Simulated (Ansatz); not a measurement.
# MnTlI3 in the cubic perovskite structure (space group Pm-3m, No. 221; ferromagnetic; a hypothetical phase, not in the database extracts checked)

```xyz
5
Lattice="5.6061 0.0000 0.0000 0.0000 5.6061 0.0000 0.0000 0.0000 5.6061" Properties=species:S:1:pos:R:3 pbc="T T T"
Tl     0.0000     0.0000     0.0000
Mn     2.8031     2.8031     2.8031
I      0.0000     2.8031     2.8031
I      2.8031     2.8031     0.0000
I      2.8031     0.0000     2.8031
```

Level of theory: DFT with PBEsol, PAW potentials and a 420 eV plane-wave cutoff in Ansatz (a first-principles code), scalar-relativistic without spin-orbit coupling. Γ-centred 9×9×9 mesh, Fermi–Dirac width 0.05 eV.

| Item | Value |
|---|---|
| Volume per atom | 35.24 Å³ |
| Density | 6.03 g/cm³ |
| Band gap | zero |
| Magnetic state | ferromagnetic |
| Total energy | -7492.589 eV/atom (σ→0; compares only within this code and set-up) |

The magnetic state is the one reached from the starting moments; the real material's order can differ, and small cells can't hold many antiferromagnetic ones. No phonon test of stability was made. Many cubic perovskites are stable only at high temperature; tilts and polar distortions were not tested. Gaps under 0.05 eV, about the width of the smearing, are given as zero.
